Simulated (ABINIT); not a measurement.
**Pressure against volume in diamond-structure C (space group 227) (ABINIT, PBE)**

```
C
1.0
    0.00000     1.75179     1.75179
    1.75179     0.00000     1.75179
    1.75179     1.75179     0.00000
C
2
Direct
  0.50000   0.50000   0.50000
  0.75000   0.75000   0.75000
```

Computed with PBE, norm-conserving pseudopotentials (PseudoDojo nc-sr-05 PBE standard) (plane waves; ABINIT). Settings: pseudos = [C.upf]; ecut = 1442 eV; ixc = 11; occopt = 3; tsmear = 0.01 eV; ngkpt = 16 16 16; nshiftk = 1; shiftk = 0 0 0; potentials = PseudoDojo nc-sr-05 PBE standard; nband = 9; kptopt = 1; nstep = 100; tolvrs = 1e-11. The cell above is the first row's. The rows scale it uniformly. In all rows fractional positions and the k mesh are held.

```csv
V (Å^3/atom),P (GPa)
5.376,28.18
5.493,17.14
5.610,7.11
5.726,-1.99
5.843,-10.26
5.960,-17.77
6.077,-24.58
6.194,-30.77
6.311,?
```

Fit P of the 8 rows that show it with a cubic. With u = V - 5.78, the rows have u = -0.40400, -0.28700, -0.17000, -0.05400, 0.06300, 0.18000, 0.29700, 0.41400. Least squares gives P = -5.895 - 71.109·u + 29.755·u² - 7.488·u³. Residuals (row less fit): -0.003, -0.001, 0.020, -0.023, -0.001, 0.004, 0.006, -0.004; standard error 0.016 (degrees of freedom: 4). The fitted pressure is zero at V0 = 5.700, where dP/dV = -76.02, so B0 = -V0·dP/dV = 433 GPa.

**Question.** What does the fit predict for P at V = 6.311, and how far is the calculated value from it?

**Answer.** u = 0.53100, so P = -5.895 - 71.109 × 0.53100 + 29.755 × 0.53100² - 7.488 × 0.53100³ = -36.385 GPa. The calculation gives -36.38 GPa, 0.005 GPa above the prediction (under 0.05 % of the range of P in the table). The row lies outside the fitted rows, so this is an extrapolation. From the scatter of the fitted rows alone, a prediction at this place has a standard error of 0.042 GPa, so the miss is 0.1 times that.

Carrying the step between the two nearest rows on in a straight line would have given -36.96, off by 0.58; series whose last step already gives the withheld value aren't shown. The scan was laid around a cell of about the measured size, scaled by a guess for this functional. The runs keep the symmetry of the cell, so they don't test it for distortions. Cutoffs and mesh are single choices, not tested for convergence of this quantity. Series with a scatter that would blur these digits, or in which a gap closes, are not shown.
